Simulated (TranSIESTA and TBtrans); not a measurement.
**Al chain with one bond stretched by 2.0 Å**

System: Al chain with one bond stretched by 2.0 Å. Leads: straight Al chain, spacing 2.597 Å. Geometry: as built, not relaxed.

TranSIESTA and TBtrans, PBE, DZP numerical orbitals (energy shift 0.15 eV), PseudoDojo norm-conserving scalar-relativistic potentials, mesh cutoff 200 Ry, 300 K, no spin polarisation, no spin-orbit coupling; self-consistent non-equilibrium Green functions.

| Quantity | Result |
|---|---|
| Conductance at 300 K (G0 = 2e²/h) | 0.11 |
| Thermopower (μV/K) | -19 |
| Mean T from −0.5 to 0.5 eV | 0.078 |

Energies count from the leads' Fermi level. Transmissions are for one spin of a degenerate pair. The energy step is 0.01 eV; narrower resonances are cut or missed.

| E (eV) | T | lead channels |
|---|---|---|
| -2.00 | 0.047 | 1 |
| -1.90 | 0.048 | 1 |
| -1.80 | 0.048 | 1 |
| -1.70 | 0.047 | 1 |
| -1.60 | 0.042 | 1 |
| -1.50 | 0.031 | 1 |
| -1.40 | 0.0063 | 1 |
| -1.30 | 0 | 0 |
| -1.20 | 0 | 0 |
| -1.10 | 0 | 0 |
| -1.00 | 0 | 0 |
| -0.90 | 0 | 0 |
| -0.80 | 0 | 0 |
| -0.70 | 0 | 0 |
| -0.60 | 0 | 0 |
| -0.50 | 0 | 0 |
| -0.40 | 0 | 0 |
| -0.30 | 0 | 0 |
| -0.20 | 0.015 | 3 |
| -0.10 | 0.068 | 3 |
| 0.00 | 0.12 | 3 |
| 0.10 | 0.13 | 3 |
| 0.20 | 0.13 | 3 |
| 0.30 | 0.13 | 3 |
| 0.40 | 0.13 | 3 |
| 0.50 | 0.14 | 3 |
| 0.60 | 0.15 | 3 |
| 0.70 | 0.16 | 3 |
| 0.80 | 0.17 | 3 |
| 0.90 | 0.18 | 3 |
| 1.00 | 0.19 | 3 |
| 1.10 | 0.21 | 3 |
| 1.20 | 0.22 | 3 |
| 1.30 | 0.24 | 3 |
| 1.40 | 0.26 | 3 |
| 1.50 | 0.27 | 3 |
| 1.60 | 0.29 | 3 |
| 1.70 | 0.30 | 3 |
| 1.80 | 0.32 | 3 |
| 1.90 | 0.33 | 3 |
| 2.00 | 0.35 | 3 |

The straight chain is held at its spacing; free chains may zigzag or dimerise. No spin-polarised start was tried, so a magnetic state, if there is one, is missed.
